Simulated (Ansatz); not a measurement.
# K2CO3 (C2/c, No. 15, 12 atoms in the cell; start mp-554072; a measured phase of this formula has another space group)

Computed with r²SCAN in Ansatz (PAW).

Run with plane-wave cutoff 500 eV, 8×8×6 k mesh (along the axes of the cell as run), Fermi–Dirac smearing 0.05 eV, scalar-relativistic PAW data made under PBE.

Cell (relaxed at this level):

```cif
data_C4K8O12
_chemical_formula_sum 'K8 C4 O12'
_space_group_name_H-M_alt 'C2/c'
_space_group_IT_number 15
_space_group_name_Hall '-C 2yc'
_cell_length_a 5.59200
_cell_length_b 10.02918
_cell_length_c 6.75406
_cell_angle_alpha 90.000
_cell_angle_beta 100.825
_cell_angle_gamma 90.000
loop_
_atom_site_label
_atom_site_type_symbol
_atom_site_symmetry_multiplicity
_atom_site_Wyckoff_symbol
_atom_site_fract_x
_atom_site_fract_y
_atom_site_fract_z
_atom_site_occupancy
K1 K 4 e 0.00000 0.66562 0.25000 1
K2 K 4 a 0.00000 0.00000 0.00000 1
C1 C 4 e 0.00000 0.33194 0.25000 1
O1 O 8 f 0.17189 0.39598 0.18731 1
O2 O 4 e 0.00000 0.20315 0.25000 1
```
(The calculation used a cell of 12 atoms; values per cell refer to that cell.)

* **band gap**: 4.61 eV (on the SCF k mesh)

Note: the relaxation could not lower the start's symmetry, so the cell can be a saddle point above a distorted one.

The computed numbers hold no vibrational or temperature effects.

Cost on a shared machine: roughly 5 core-minutes.

A start named mp-… is a Materials Project structure, which need not be a measured phase.

Ansatz is an electronic-structure program.
